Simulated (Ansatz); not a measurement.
The starting structures come from a database of crystals and need not be the phases stable at ambient conditions.

Inside the gap of an insulator the Bloch states are evanescent, with a wavenumber k + iκ along the transport direction.

Data:

```yaml
crystal:
  lattice:
    - [5.25974, 0.00000, 0.00000]
    - [0.00000, 6.24747, 0.00000]
    - [0.00000, 0.00000, 8.64936]
  atoms:
    - { symbol: Pb, position: [0.75000, 0.25377, 0.41734] }
    - { symbol: Pb, position: [0.25000, 0.74623, 0.58266] }
    - { symbol: Pb, position: [0.25000, 0.24623, 0.91734] }
    - { symbol: Pb, position: [0.75000, 0.75377, 0.08266] }
    - { symbol: C, position: [0.75000, 0.41467, 0.76062] }
    - { symbol: C, position: [0.25000, 0.58533, 0.23938] }
    - { symbol: C, position: [0.25000, 0.08533, 0.26062] }
    - { symbol: C, position: [0.75000, 0.91467, 0.73938] }
    - { symbol: O, position: [0.96349, 0.91212, 0.81460] }
    - { symbol: O, position: [0.03651, 0.08788, 0.18540] }
    - { symbol: O, position: [0.03651, 0.58788, 0.31460] }
    - { symbol: O, position: [0.96349, 0.41212, 0.68540] }
    - { symbol: O, position: [0.53651, 0.41212, 0.68540] }
    - { symbol: O, position: [0.46349, 0.58788, 0.31460] }
    - { symbol: O, position: [0.46349, 0.08788, 0.18540] }
    - { symbol: O, position: [0.53651, 0.91212, 0.81460] }
    - { symbol: O, position: [0.25000, 0.09421, 0.41052] }
    - { symbol: O, position: [0.75000, 0.90579, 0.58948] }
    - { symbol: O, position: [0.75000, 0.40579, 0.91052] }
    - { symbol: O, position: [0.25000, 0.59421, 0.08948] }
```

Space group of this cell: Pnma. The cell was relaxed by PBE-D3(BJ); by PBEsol its mean pressure is -4.2 GPa.

Transport runs along the normal of the first two printed cell vectors.

The gap is the functional's own, uncorrected, and κ follows it; spin-orbit coupling is left out. Mid-gap values are interpolated between the computed energies.

Problem. Compute, with PBEsol run with Ansatz (a program for electronic structure), the band gap and the smallest decay constant κ at mid-gap.

Solution. Gap 3.19 eV on a 6×6×4 mesh; κ = 0.369 1/Å, at the zone centre.
